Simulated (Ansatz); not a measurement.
Input:

```yaml
crystal:
  lattice:
    - [3.03806, 0.00000, 0.00000]
    - [-1.51903, 2.64692, 0.00000]
    - [0.00000, 0.00000, 5.01582]
  atoms:
    - { symbol: Si, position: [0.33341, 0.66682, 0.99977] }
    - { symbol: Si, position: [0.66659, 0.33318, 0.49977] }
    - { symbol: C, position: [0.33384, 0.66767, 0.37523] }
    - { symbol: C, position: [0.66616, 0.33233, 0.87523] }
```

No spin polarisation.

Calculations: LDA (Ansatz, a quantum-chemistry and plane-wave program; PAW; 420 eV plane waves; scalar-relativistic without spin-orbit coupling). Γ-centred 12×12×7 mesh, Fermi–Dirac width 0.05 eV.

**Question.** Predict the pressure (mean of the normal stresses, compression positive).

**Answer.** 1.41 GPa.

**Question.** Predict the smallest direct gap.

**Answer.** 3.94 eV.

**Question.** What is the computed band gap?

**Answer.** 2.07 eV.

**Question.** Estimate the hole mass.

**Answer.** 0.32 mₑ along x, 2.6 mₑ along y, 1.6 mₑ along z (at Γ).

The cells carry an imposed strain or load. Masses are band curvatures over ±0.01 Å⁻¹ around the edge. Whether these cells are dynamically stable was not tested. The cell was made from SiC in the wurtzite structure (space group P6_3mc, No. 186) by this change: uniaxial strain ε_xx = −0.60 %.
